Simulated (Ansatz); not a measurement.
**CsSnI3: biaxial strain −0.60 %, plane normal [001], relaxed out of plane**

Start from CsSnI3 in the cubic perovskite structure (space group Pm-3m, No. 221; a = 6.031 Å). Axes: x, y, z lie along the cube axes.

Now apply this change: compressive biaxial strain of 0.60 % in the plane normal to [001], as in epitaxy on a mismatched substrate; the out-of-plane cell vector and the atoms relax.

All numbers come from Ansatz (a program for electronic structure), LDA, PAW, cutoff 420 eV, no spin-orbit coupling. Settings: 8×8×8 k-points, 0.05 eV Fermi–Dirac smearing.

| quantity | base | changed | shift |
|---|---|---|---|
| volume per atom | 43.86 Å³ | 43.40 Å³ | -0.465 Å³ |
| space group | Pm-3m (No. 221) | P4/mmm (No. 123) | – |
| shortest interatomic distance | 301.5 pm | 299.7 pm | -1.8 pm |
| energy relative to the base (free energy F) | 0 meV/atom | +0.6 meV/atom | +0.6 meV/atom |
| band gap | zero | zero | – |
| out-of-plane strain (rough) | – | +0.14 % | – |

Without a gap, meshes like the base's 8×8×8 leave anisotropic stresses uncertain by several tenths of a GPa, and small strain energies with them. Spin-orbit coupling, missing from the scalar runs, can matter with I. No phonon test of stability was made. All final runs are without spin polarisation. Many cubic perovskites are stable only at high temperature; tilts and polar distortions were not tested. Gaps under 0.05 eV, about the width of the smearing, are given as zero. A zero or small gap of CsSnI3 can be the functional's error rather than a property of the material.
